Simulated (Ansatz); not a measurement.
We consider Al12W (Im-3, No. 204), described by LDA (Ansatz, a program for electronic structure, PAW).

Numerical settings: plane-wave cutoff 520 eV, 10×10×10 k mesh, Fermi–Dirac smearing 0.05 eV, no spin polarisation, scalar-relativistic PAW data made under PBE.

Cell (relaxed at this level):

```yaml
crystal:
  lattice:
    - [-3.74081, 3.74081, 3.74081]
    - [3.74081, -3.74081, 3.74081]
    - [3.74081, 3.74081, -3.74081]
  atoms:
    - { symbol: Al, position: [0.81400, 0.30854, 0.12254] }
    - { symbol: Al, position: [0.18600, 0.69146, 0.87746] }
    - { symbol: Al, position: [0.81400, 0.69146, 0.50546] }
    - { symbol: Al, position: [0.18600, 0.30854, 0.49454] }
    - { symbol: Al, position: [0.12254, 0.81400, 0.30854] }
    - { symbol: Al, position: [0.50546, 0.81400, 0.69146] }
    - { symbol: Al, position: [0.49454, 0.18600, 0.30854] }
    - { symbol: Al, position: [0.87746, 0.18600, 0.69146] }
    - { symbol: Al, position: [0.30854, 0.12254, 0.81400] }
    - { symbol: Al, position: [0.30854, 0.49454, 0.18600] }
    - { symbol: Al, position: [0.69146, 0.87746, 0.18600] }
    - { symbol: Al, position: [0.69146, 0.50546, 0.81400] }
    - { symbol: W, position: [0.00000, 0.00000, 0.00000] }
```

**Question.** What does this level give for the bulk modulus B0 and pressure derivative B′ of the bulk modulus?

**Answer.** 
- bulk modulus B0: 99.3 GPa
- pressure derivative B′ of the bulk modulus: 4.8

The run finds no gap.

Spin–orbit coupling is not included.
